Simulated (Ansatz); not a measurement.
## Al on a Ga site (middle of the slab) in a 2x2 cell of the 1x1 (10-10) surface of wurtzite GaN (cut with top plane Ga + N)

Host crystal: wurtzite GaN, with a band gap (PBE, scalar-relativistic without spin-orbit coupling).

These are PBE (plane waves to 420 eV, PAW; Ansatz, a first-principles code) values and carry that method's errors.

Slab: 64 atoms, 9.3 Å thick at the start (thin: gaps and levels are the slab's own); k 3x2x1, smearing 0.01 eV, dipole-corrected; 16 atoms held, the rest relaxed; held to the start's symmetry, so lower structures may exist; no spin, no spin-orbit, no U.

| Quantity | Result |
|---|---|
| formation energy against fcc Al, alpha gallium | -1.80 eV |
| change of the step from the bottom to the top vacuum level, against the clean slab | 0.005 eV |
| energy released by relaxation | 0.10 eV |
| largest move of a host atom | 0.07 Å |
